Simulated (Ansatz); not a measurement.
The parent structure is Rh in the fcc (Cu type) structure (space group Fm-3m, No. 225; a = 3.8016 Å; relaxed with 0.1 eV smearing). Axes: x, y, z lie along the cube axes.

Computed with r2SCAN (Ansatz, a first-principles code; PAW; 500 eV plane waves; no spin-orbit coupling), earlier PAW set.

Before the change:

```
Quantity                        Result
-----------------------------  -------
Pressure                       0.0 GPa
Shortest interatomic distance  2.688 Å
```

One thing is altered: tensile biaxial strain of 0.38 % in the plane normal to [110], as in epitaxy on a mismatched substrate; the out-of-plane cell vector and the atoms relax.

**Question.** How does this affect the pressure?

**Answer.** The pressure (mean of the normal stresses, compression positive) goes from zero to -1.4 GPa.

**Question.** Estimate the effect on the shortest interatomic distance.

**Answer.** The shortest interatomic distance drops by 0.006 Å, from 2.688 Å to 2.682 Å.

**Question.** Predict the new energy relative to the base.

**Answer.** The energy increases by 0.7 meV/atom.

A biaxial case was relaxed in a doubled cell and then solved in the primitive one. Stability against distortions was not tested. All final runs are without spin polarisation.
